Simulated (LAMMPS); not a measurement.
Melts of Cu (fcc) cooled to 300 K at several rates.

Level of theory: classical MD, pair style eam/fs, file CuZr_mm.eam.fs (LAMMPS).

```json
[
 {"cooling rate (K/s)": "3e+12", "energy above the crystal": "0.087 eV/atom", "state": "glass", "density": "8.47 g/cm³ (one sample)", "coordination number": "13.2 (counted to 3.42 Å)", "rough cost": "18 core-minutes"},
 {"cooling rate (K/s)": "1e+13", "energy above the crystal": "0.088 eV/atom", "state": "glass", "density": "8.47 g/cm³ (one sample)", "coordination number": "13.3 (counted to 3.42 Å)", "rough cost": "10 core-minutes"},
 {"cooling rate (K/s)": "1e+14", "energy above the crystal": "0.092 eV/atom", "state": "glass", "density": "8.47 g/cm³ (one sample)", "coordination number": "13.1 (counted to 3.38 Å)", "rough cost": "6 core-minutes"}
]
```

Costs are rough and include melting and analysis.
